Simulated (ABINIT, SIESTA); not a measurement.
An ABINIT input for a self-consistent single point of BaMg₃ (Pmm2, 4 atoms in the cell) (DFT, LDA (PW92), plane waves, PAW (JTH v2.0 LDA PAW)):

```
# BaMg3, JTH v2.0 LDA PAW
pp_dirpath "./"
pseudos "Ba.LDA_PW-JTH.xml, Mg.LDA_PW-JTH.xml"
acell 6.8661309012 9.8262281384 12.6938251716
rprim
         1.0000000000    0.0000000000    0.0000000000
         0.0000000000    1.0000000000    0.0000000000
         0.0000000000    0.0000000000    1.0000000000
natom 4
ntypat 2
znucl 56 12
typat 1 2 2 2
xred
         0.0000000000    0.0000000000    0.1593400000
         0.5000000000    0.0000000000    0.6590000000
         0.5000000000    0.5000000000    0.4054500000
         0.0000000000    0.5000000000    0.7762000000
ecut 20
pawecutdg 40
pawxcdev 0
occopt 7
tsmear 0.00367493
nband 27
kptopt 1
ngkpt 7 5 4
nshiftk 1
shiftk 0 0 0
nstep 60
toldfe 1.0e-09
prtwf 0
prtden 0
prtvol 1
```

Task: Write the same calculation as an input for SIESTA.

Result: This is the input that was run; spellings and numerical settings could be chosen otherwise.

```
# files in the folder: Ba.psml Mg.psml (PseudoDojo LDA standard)
SystemName  BaMg3
SystemLabel bamg3

NumberOfAtoms                4
NumberOfSpecies              2
%block ChemicalSpeciesLabel
  1 56 Ba
  2 12 Mg
%endblock ChemicalSpeciesLabel
LatticeConstant              1.0 Ang
%block LatticeVectors
     3.633400000    0.000000000    0.000000000
     0.000000000    5.199816000    0.000000000
     0.000000000    0.000000000    6.717283000
%endblock LatticeVectors
AtomicCoordinatesFormat      Fractional
%block AtomicCoordinatesAndAtomicSpecies
     0.000000000    0.000000000    0.159340000  1
     0.500000000    0.000000000    0.659000000  2
     0.500000000    0.500000000    0.405450000  2
     0.000000000    0.500000000    0.776200000  2
%endblock AtomicCoordinatesAndAtomicSpecies

XC.functional                LDA
XC.authors                   PW92
PAO.BasisSize                DZP
PAO.EnergyShift              0.01 Ry
MeshCutoff                   350 Ry
%block kgrid.MonkhorstPack
    7   0   0  0.0
    0   5   0  0.0
    0   0   4  0.0
%endblock kgrid.MonkhorstPack
OccupationFunction           MP
OccupationMPOrder            0
ElectronicTemperature        0.1 eV

MaxSCFIterations             150
SCF.Mixer.Method             Pulay
SCF.Mixer.Weight             0.2
SCF.Mixer.History            6
SCF.DM.Tolerance             1.0E-04
Diag.ParallelOverK           true
WriteForces                  true
Charge.Mulliken              end
```

Basis settings and potentials, where a program has them, do not carry over. This input uses DFT, LDA PW92, numerical atomic orbitals DZP, PseudoDojo LDA standard norm-conserving potentials (rewritten from UPF to PSML). LDA parametrisations can differ slightly between programs.

The starting cell comes from a database of computed structures (which also holds hypothetical and non-ambient phases and stackings), without a prior relaxation at this level. Its lattice was rescaled by a random factor within 2.5 % of one.
